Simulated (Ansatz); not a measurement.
## Ge well of 8 atomic layers along [001] in random Si0.3Ge0.7, interfaces graded over 4 layers

Prepared with LAMMPS with Tersoff's 1989 multicomponent potential (SiCGe.tersoff): minimisation. Geometry as solved with PBE, support functions at accuracy medium on the grid of 370 eV in Ansatz (a program for electronic structure).

```xyz
576
Lattice="17.02 0.00 0.00 0.00 17.02 0.00 0.00 0.00 45.73" Properties=species:S:1:pos:R:3 pbc="T T T"
Si     0.06    -0.01    -0.01
Ge     1.43     1.41     1.45
Ge     2.87     2.84     0.02
Si     4.29     4.24     1.42
Si     2.89     0.03     2.84
Si     4.27     1.39     4.24
Si     0.03     2.84     2.86
Si     1.42     4.21     4.22
Ge     0.04     0.01     5.67
Ge     1.43     1.46     7.14
Ge     2.85     2.83     5.62
Ge     4.25     4.26     7.11
Ge     2.89     0.04     8.56
Si     4.29     1.42     9.99
Si     0.03     2.84     8.57
Si     1.44     4.24     9.89
Ge    -0.03     0.06    11.36
Ge     1.39     1.49    12.81
Ge     2.86     2.87    11.34
Si     4.24     4.25    12.79
Ge     2.83     0.02    14.21
Ge     4.24     1.43    15.67
Si     0.00     2.86    14.26
Si     1.39     4.22    15.64
Ge    -0.01     0.01    17.10
Ge     1.42     1.42    18.55
Ge     2.80     2.86    17.09
Ge     4.24     4.25    18.56
Ge     2.86    -0.02    19.99
Ge     4.25     1.41    21.46
Ge     0.00     2.83    20.01
Ge     1.42     4.26    21.47
Ge     0.01     0.00    22.91
Ge     1.43     1.41    24.38
Ge     2.84     2.83    22.92
Ge     4.27     4.24    24.39
Ge     2.86     0.02    25.86
Si     4.27     1.40    27.28
Ge     0.00     2.83    25.82
Ge     1.42     4.24    27.27
Ge    -0.02    -0.03    28.74
Ge     1.46     1.38    30.17
Ge     2.87     2.80    28.69
Ge     4.28     4.25    30.14
Si     2.87     0.01    31.60
Si     4.25     1.39    32.97
Ge     0.01     2.83    31.58
Ge     1.45     4.26    33.00
Ge    -0.01    -0.05    34.45
Ge     1.44     1.40    35.86
Ge     2.88     2.80    34.40
Ge     4.32     4.25    35.81
Si     2.84    -0.01    37.25
Ge     4.30     1.39    38.62
Si     0.01     2.81    37.23
Ge     1.39     4.24    38.62
Si     0.02    -0.02    40.03
Ge     1.43     1.35    41.47
Ge     2.85     2.82    40.04
Ge     4.24     4.28    41.48
Si     2.82    -0.04    42.92
Ge     4.26     1.36    44.32
Ge     0.01     2.84    42.87
Ge     1.46     4.27    44.28
Ge     0.03     5.69    -0.01
Ge     1.46     7.13     1.40
Si     2.86     8.51    -0.01
Ge     4.25     9.94     1.37
Ge     2.85     5.62     2.82
Ge     4.27     7.07     4.25
Ge     0.01     8.56     2.83
Si     1.43     9.93     4.25
Ge     0.06     5.63     5.67
Si     1.45     7.05     7.10
Ge     2.80     8.49     5.67
Ge     4.28     9.94     7.05
Si     2.79     5.65     8.49
Ge     4.23     7.03     9.89
Ge     0.02     8.45     8.49
Ge     1.43     9.92     9.93
Ge     0.04     5.62    11.35
Ge     1.44     7.06    12.80
Ge     2.86     8.49    11.36
Ge     4.27     9.97    12.77
Ge     2.83     5.61    14.24
Ge     4.21     7.10    15.69
Ge     0.01     8.49    14.24
Ge     1.44     9.91    15.69
Ge     0.03     5.64    17.08
Ge     1.43     7.10    18.52
Si     2.83     8.51    17.11
Ge     4.23     9.90    18.54
Ge     2.83     5.68    20.01
Ge     4.26     7.09    21.47
Ge     0.00     8.51    19.99
Ge     1.42     9.92    21.46
Ge     0.00     5.67    22.93
Ge     1.42     7.09    24.38
Ge     2.84     8.51    22.92
Ge     4.26     9.93    24.37
Ge     2.85     5.67    25.83
Ge     4.28     7.09    27.27
Ge     0.00     8.52    25.83
Ge     1.43     9.94    27.27
Ge     0.00     5.68    28.71
Ge     1.44     7.10    30.14
Ge     2.88     8.53    28.71
Ge     4.34     9.93    30.15
Ge     2.88     5.70    31.58
Ge     4.32     7.13    33.02
Ge     0.01     8.52    31.57
Ge     1.48     9.92    33.02
Ge     0.04     5.71    34.44
Si     1.47     7.14    35.81
Si     2.88     8.52    34.44
Si     4.23     9.95    35.80
Ge     2.85     5.72    37.22
Si     4.20     7.16    38.66
Ge     0.07     8.53    37.25
Si     1.44     9.95    38.67
Ge    -0.02     5.65    40.10
Ge     1.48     7.10    41.46
Si     2.82     8.55    40.03
Ge     4.21     9.94    41.48
Si     2.86     5.69    42.89
Ge     4.24     7.06    44.35
Ge     0.03     8.53    42.87
Ge     1.48     9.94    44.33
Ge     0.03    11.34     0.05
Si     1.45    12.77     1.42
Ge     2.83    14.17    -0.03
Ge     4.27    15.64     1.41
Ge     2.84    11.36     2.86
Si     4.28    12.73     4.27
Ge     0.06    14.19     2.81
Ge     1.50    15.63     4.23
Ge     0.02    11.33     5.65
Ge     1.44    12.78     7.08
Ge     2.91    14.17     5.66
Ge     4.31    15.63     7.10
Ge     2.87    11.35     8.51
Ge     4.31    12.79     9.94
Ge     0.00    14.20     8.51
Ge     1.42    15.63     9.97
Ge     0.03    11.36    11.39
Si     1.41    12.77    12.81
Ge     2.82    14.17    11.40
Ge     4.28    15.64    12.76
Ge     2.81    11.37    14.22
Ge     4.25    12.78    15.67
Ge     0.00    14.15    14.23
Ge     1.42    15.60    15.67
Ge    -0.01    11.37    17.09
Ge     1.41    12.78    18.56
Ge     2.86    14.22    17.14
Si     4.25    15.61    18.57
Ge     2.83    11.34    20.00
Ge     4.25    12.77    21.45
Ge     0.00    14.20    20.02
Ge     1.43    15.61    21.46
Ge     0.00    11.35    22.92
Ge     1.42    12.77    24.37
Ge     2.84    14.19    22.92
Ge     4.26    15.60    24.39
Ge     2.85    11.35    25.83
Ge     4.28    12.74    27.31
Ge     0.00    14.19    25.83
Ge     1.43    15.59    27.29
Ge     0.02    11.37    28.73
Si     1.43    12.75    30.15
Ge     2.84    14.16    28.76
Ge     4.26    15.60    30.21
Ge     2.88    11.38    31.56
Si     4.28    12.78    32.97
Ge     0.01    14.19    31.50
Ge     1.44    15.60    32.96
Ge     0.04    11.38    34.43
Si     1.42    12.79    35.85
Ge     2.84    14.14    34.40
Ge     4.22    15.61    35.83
Ge     2.84    11.36    37.24
Si     4.28    12.76    38.62
Si     0.00    14.16    37.20
Ge     1.40    15.60    38.60
Si     0.03    11.36    40.01
Ge     1.45    12.72    41.48
Ge     2.86    14.16    40.02
Ge     4.25    15.62    41.47
Si     2.87    11.37    42.93
Si     4.26    12.74    44.31
Ge     0.03    14.21    42.90
Si     1.44    15.63    44.31
Si     5.71     0.02     0.02
Si     7.07     1.42     1.39
Ge     8.52     2.82     0.01
Si     9.93     4.28     1.38
Ge     8.46     0.02     2.81
Ge     9.89     1.45     4.27
Ge     5.69     2.82     2.84
Si     7.12     4.21     4.27
Si     5.65     0.03     5.65
Ge     7.09     1.41     7.06
Si     8.48     2.84     5.67
Ge     9.90     4.20     7.11
Si     8.52    -0.01     8.45
Ge     9.92     1.42     9.86
Ge     5.68     2.82     8.56
Si     7.07     4.26     9.94
Si     5.67     0.02    11.32
Ge     7.06     1.41    12.75
Ge     8.49     2.85    11.31
Ge     9.94     4.24    12.78
Ge     8.49     0.02    14.23
Ge     9.94     1.42    15.68
Ge     5.64     2.85    14.19
Ge     7.07     4.25    15.66
Ge     5.64    -0.01    17.14
Ge     7.08     1.41    18.57
Ge     8.50     2.83    17.11
Ge     9.94     4.25    18.55
Ge     8.51     0.00    20.02
Ge     9.94     1.43    21.47
Ge     5.67     2.84    20.02
Ge     7.10     4.25    21.47
Ge     5.68     0.00    22.93
Ge     7.09     1.43    24.39
Ge     8.53     2.86    22.95
Si     9.93     4.25    24.37
Ge     8.50     0.01    25.84
Ge     9.89     1.46    27.30
Ge     5.67     2.81    25.87
Ge     7.13     4.23    27.30
Ge     5.67     0.01    28.71
Ge     7.13     1.44    30.13
Si     8.53     2.86    28.74
Si     9.86     4.25    30.15
Ge     8.53     0.00    31.61
Si     9.91     1.41    33.05
Ge     5.67     2.81    31.59
Ge     7.12     4.26    32.99
Ge     5.66     0.00    34.38
Ge     7.13     1.42    35.81
Si     8.52     2.82    34.38
Ge     9.89     4.23    35.81
Si     8.52    -0.04    37.19
Ge     9.94     1.33    38.62
Si     5.70     2.81    37.21
Ge     7.08     4.25    38.60
Si     5.68    -0.01    40.05
Ge     7.09     1.37    41.47
Ge     8.51     2.81    40.04
Ge     9.93     4.22    41.52
Si     8.52     0.03    42.91
Si     9.89     1.43    44.28
Ge     5.67     2.83    42.90
Ge     7.06     4.28    44.35
Si     5.63     5.64     0.03
Ge     7.07     7.05     1.39
Ge     8.53     8.49    -0.02
Ge     9.91     9.94     1.47
Ge     8.50     5.61     2.83
Ge     9.88     7.12     4.25
Ge     5.69     8.53     2.83
Ge     7.11     9.96     4.30
Ge     5.74     5.66     5.68
Si     7.13     7.09     7.07
Si     8.48     8.50     5.70
Ge     9.90     9.88     7.10
Ge     8.47     5.67     8.52
Ge     9.94     7.10     9.93
Ge     5.70     8.47     8.47
Ge     7.07     9.94     9.96
Ge     5.66     5.62    11.36
Ge     7.08     7.08    12.79
Ge     8.53     8.53    11.40
Si     9.93     9.92    12.79
Ge     8.51     5.66    14.23
Ge     9.95     7.09    15.65
Ge     5.65     8.51    14.23
Ge     7.10     9.92    15.67
Ge     5.66     5.68    17.12
Ge     7.10     7.08    18.57
Ge     8.52     8.50    17.12
Ge     9.93     9.93    18.57
Ge     8.52     5.66    20.02
Ge     9.93     7.08    21.48
Ge     5.67     8.50    20.01
Ge     7.09     9.92    21.47
Ge     5.68     5.67    22.93
Ge     7.10     7.08    24.38
Ge     8.51     8.51    22.93
Ge     9.93     9.93    24.39
Ge     8.54     5.64    25.81
Ge     9.91     7.08    27.29
Ge     5.69     8.52    25.82
Ge     7.07     9.95    27.31
Ge     5.72     5.70    28.74
Si     7.09     7.09    30.20
Ge     8.47     8.49    28.76
Ge     9.91     9.95    30.16
Si     8.49     5.66    31.51
Ge     9.88     7.07    32.92
Si     5.73     8.51    31.58
Si     7.06     9.93    32.96
Si     5.70     5.66    34.39
Ge     7.07     7.06    35.82
Ge     8.46     8.52    34.35
Ge     9.91     9.94    35.78
Si     8.49     5.66    37.21
Ge     9.86     7.08    38.63
Ge     5.62     8.53    37.23
Ge     7.09     9.94    38.66
Ge     5.64     5.73    40.02
Ge     7.11     7.13    41.45
Si     8.51     8.53    40.05
Ge     9.94     9.91    41.46
Ge     8.52     5.71    42.93
Si     9.97     7.10    44.31
Ge     5.65     8.51    42.90
Ge     7.07     9.96    44.33
Si     5.64    11.37    -0.02
Ge     7.08    12.71     1.42
Ge     8.52    14.15    -0.02
Ge     9.92    15.59     1.42
Si     8.51    11.36     2.87
Si     9.89    12.77     4.23
Ge     5.65    14.15     2.86
Ge     7.05    15.63     4.27
Si     5.67    11.37     5.65
Ge     7.05    12.78     7.09
Ge     8.53    14.20     5.67
Si     9.90    15.62     7.10
Ge     8.50    11.37     8.53
Si     9.91    12.77     9.93
Si     5.69    14.21     8.51
Ge     7.08    15.65     9.89
Si     5.67    11.35    11.35
Ge     7.08    12.74    12.76
Ge     8.50    14.18    11.32
Ge     9.91    15.60    12.79
Ge     8.54    11.32    14.21
Ge     9.93    12.77    15.67
Ge     5.68    14.19    14.21
Ge     7.08    15.61    15.68
Ge     5.67    11.34    17.11
Ge     7.08    12.77    18.57
Ge     8.51    14.19    17.12
Ge     9.94    15.61    18.57
Ge     8.50    11.35    20.02
Ge     9.93    12.77    21.47
Ge     5.64    14.22    19.99
Ge     7.08    15.60    21.47
Ge     5.67    11.35    22.91
Ge     7.09    12.76    24.37
Ge     8.51    14.19    22.92
Ge     9.92    15.62    24.38
Ge     8.50    11.35    25.84
Ge     9.89    12.80    27.30
Ge     5.68    14.17    25.85
Ge     7.11    15.58    27.30
Si     5.69    11.35    28.72
Ge     7.06    12.79    30.14
Si     8.49    14.18    28.74
Ge     9.91    15.56    30.15
Ge     8.49    11.38    31.62
Si     9.90    12.81    33.00
Si     5.66    14.16    31.60
Ge     7.10    15.54    33.00
Ge     5.67    11.35    34.38
Si     7.11    12.78    35.76
Si     8.54    14.17    34.43
Si     9.91    15.60    35.81
Ge     8.49    11.39    37.20
Ge     9.96    12.79    38.64
Ge     5.68    14.15    37.20
Ge     7.09    15.62    38.63
Ge     5.67    11.39    40.08
Si     7.09    12.78    41.49
Ge     8.49    14.19    40.09
Ge     9.92    15.65    41.49
Ge     8.51    11.38    42.88
Si     9.92    12.76    44.30
Ge     5.67    14.17    42.91
Ge     7.11    15.64    44.32
Ge    11.30     0.02    -0.04
Ge    12.74     1.42     1.42
Ge    14.19     2.83     0.01
Ge    15.65     4.24     1.44
Ge    14.17    -0.02     2.85
Ge    15.62     1.44     4.25
Ge    11.31     2.88     2.81
Ge    12.76     4.27     4.28
Ge    11.35     0.00     5.71
Si    12.73     1.44     7.12
Ge    14.17     2.82     5.72
Ge    15.64     4.22     7.14
Ge    14.19     0.08     8.52
Si    15.63     1.47     9.91
Si    11.37     2.83     8.50
Si    12.74     4.20     9.92
Ge    11.33     0.02    11.37
Ge    12.80     1.40    12.81
Ge    14.19     2.83    11.32
Ge    15.62     4.23    12.81
Si    14.20     0.02    14.24
Ge    15.59     1.44    15.63
Ge    11.38     2.85    14.25
Si    12.77     4.25    15.67
Ge    11.39     0.03    17.14
Si    12.77     1.43    18.55
Ge    14.14     2.84    17.10
Ge    15.60     4.24    18.55
Ge    14.16     0.03    19.98
Ge    15.59     1.42    21.46
Ge    11.37     2.81    19.98
Ge    12.76     4.25    21.46
Ge    11.35     0.00    22.92
Ge    12.75     1.43    24.37
Ge    14.18     2.84    22.92
Ge    15.59     4.26    24.38
Ge    14.18     0.01    25.82
Ge    15.60     1.41    27.28
Ge    11.30     2.86    25.80
Ge    12.73     4.26    27.27
Ge    11.31    -0.01    28.70
Ge    12.73     1.41    30.14
Ge    14.16     2.84    28.71
Ge    15.58     4.27    30.16
Ge    14.16    -0.04    31.55
Ge    15.60     1.37    33.00
Ge    11.26     2.83    31.58
Ge    12.76     4.26    32.95
Si    11.28     0.01    34.43
Si    12.73     1.36    35.78
Ge    14.14     2.80    34.41
Ge    15.63     4.21    35.84
Ge    14.16    -0.04    37.21
Ge    15.63     1.40    38.64
Ge    11.36     2.78    37.20
Ge    12.76     4.24    38.64
Si    11.37    -0.04    40.04
Ge    12.71     1.40    41.48
Ge    14.20     2.84    40.09
Si    15.60     4.24    41.49
Ge    14.19    -0.01    42.88
Ge    15.65     1.39    44.33
Si    11.30     2.79    42.92
Ge    12.70     4.24    44.32
Si    11.29     5.68    -0.02
Ge    12.70     7.08     1.41
Ge    14.18     8.53     0.02
Si    15.60     9.93     1.41
Ge    14.18     5.68     2.84
Ge    15.63     7.09     4.26
Si    11.31     8.50     2.83
Ge    12.73     9.90     4.21
Ge    11.30     5.69     5.69
Ge    12.73     7.10     7.14
Ge    14.16     8.50     5.68
Ge    15.61     9.92     7.09
Ge    14.15     5.63     8.55
Ge    15.60     7.06     9.96
Si    11.32     8.51     8.52
Ge    12.72     9.90     9.94
Ge    11.40     5.65    11.34
Si    12.76     7.06    12.79
Ge    14.16     8.48    11.40
Ge    15.61     9.93    12.82
Ge    14.14     5.66    14.23
Ge    15.59     7.07    15.67
Ge    11.36     8.50    14.17
Ge    12.77     9.92    15.66
Ge    11.37     5.65    17.09
Ge    12.77     7.08    18.56
Ge    14.19     8.50    17.12
Ge    15.60     9.94    18.55
Ge    14.19     5.67    20.01
Ge    15.61     7.09    21.46
Ge    11.35     8.50    20.02
Ge    12.76     9.93    21.47
Ge    11.32     5.64    22.94
Ge    12.75     7.08    24.37
Ge    14.18     8.50    22.92
Ge    15.60     9.93    24.37
Ge    14.17     5.68    25.83
Ge    15.58     7.12    27.29
Ge    11.34     8.50    25.85
Ge    12.78     9.91    27.31
Ge    11.31     5.65    28.76
Ge    12.81     7.09    30.14
Si    14.18     8.50    28.71
Ge    15.58     9.92    30.12
Si    14.18     5.67    31.56
Ge    15.58     7.08    32.97
Ge    11.37     8.53    31.58
Si    12.75     9.96    32.99
Ge    11.31     5.67    34.38
Ge    12.75     7.10    35.80
Ge    14.16     8.55    34.38
Ge    15.62     9.95    35.83
Ge    14.19     5.68    37.23
Ge    15.60     7.12    38.67
Ge    11.32     8.52    37.24
Ge    12.77     9.94    38.69
Ge    11.33     5.68    40.06
Ge    12.76     7.14    41.48
Si    14.18     8.53    40.07
Ge    15.63     9.95    41.40
Ge    14.17     5.65    42.88
Ge    15.60     7.10    44.30
Si    11.32     8.49    42.91
Ge    12.73     9.93    44.29
Ge    11.33    11.39     0.00
Si    12.75    12.77     1.42
Ge    14.17    14.17     0.03
Ge    15.64    15.62     1.39
Ge    14.17    11.34     2.78
Ge    15.60    12.77     4.22
Ge    11.36    14.17     2.87
Si    12.74    15.61     4.27
Ge    11.28    11.34     5.63
Ge    12.72    12.76     7.08
Ge    14.15    14.21     5.65
Ge    15.59    15.63     7.08
Ge    14.16    11.34     8.52
Ge    15.60    12.77     9.95
Ge    11.29    14.20     8.52
Ge    12.76    15.63     9.93
Ge    11.29    11.35    11.37
Ge    12.75    12.76    12.81
Ge    14.17    14.20    11.38
Ge    15.59    15.63    12.83
Ge    14.21    11.37    14.26
Si    15.62    12.77    15.67
Ge    11.35    14.21    14.25
Ge    12.81    15.64    15.66
Ge    11.35    11.34    17.12
Ge    12.78    12.77    18.55
Ge    14.22    14.17    17.08
Ge    15.60    15.61    18.55
Ge    14.18    11.35    20.02
Ge    15.60    12.77    21.47
Ge    11.36    14.18    20.01
Ge    12.77    15.61    21.46
Ge    11.34    11.34    22.93
Ge    12.76    12.76    24.38
Ge    14.18    14.19    22.92
Ge    15.60    15.61    24.37
Ge    14.19    11.34    25.84
Ge    15.60    12.78    27.29
Ge    11.33    14.18    25.83
Ge    12.76    15.61    27.26
Ge    11.33    11.37    28.72
Ge    12.72    12.80    30.19
Ge    14.18    14.21    28.74
Si    15.59    15.59    30.13
Ge    14.16    11.34    31.58
Ge    15.61    12.78    32.98
Si    11.28    14.17    31.61
Ge    12.68    15.61    33.00
Ge    11.34    11.39    34.36
Ge    12.74    12.82    35.86
Ge    14.18    14.22    34.42
Si    15.61    15.56    35.85
Ge    14.21    11.39    37.27
Si    15.68    12.77    38.63
Si    11.32    14.26    37.23
Si    12.73    15.60    38.62
Si    11.33    11.34    40.05
Ge    12.75    12.75    41.43
Ge    14.19    14.17    39.97
Ge    15.62    15.61    41.42
Ge    14.19    11.34    42.86
Ge    15.62    12.76    44.32
Ge    11.32    14.16    42.90
Ge    12.76    15.59    44.31
```
